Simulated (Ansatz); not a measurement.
The starting structures come from a database of crystals and need not be the phases stable at ambient conditions.

By PBEsol, the system below comes out a metal.

A figure of merit of an interconnect metal is its ballistic conductance per area.

Given:

```
CELL_PARAMETERS angstrom
      6.31237     0.00000     0.00000
      0.00000    12.04348     0.00000
      3.15619     0.00000     1.82222
ATOMIC_POSITIONS crystal
  Ti 0.66667 0.11749 0.00000
  Ti 0.33333 0.88251 0.00000
  Ti 0.33333 0.61749 0.00000
  Ti 0.66667 0.38251 0.00000
  As 0.00000 0.00000 0.00000
  As 0.00000 0.50000 0.00000
  As 0.66667 0.75000 0.00000
  As 0.33333 0.25000 0.00000
```

Space group of this cell: P6_3/mmc. The cell is taken as given; by PBEsol its mean pressure is -3.9 GPa.

The current flows along the normal of the first two printed cell vectors, the (110) plane of the conventional cell. No spin-orbit coupling; the value is a mean over 0.1 eV about the Fermi level.

### Question
Give the ballistic conductance per area that PBEsol run with Ansatz (a first-principles code) yields.

### Answer
0.33 × 10¹⁵ S/m² for both spins.
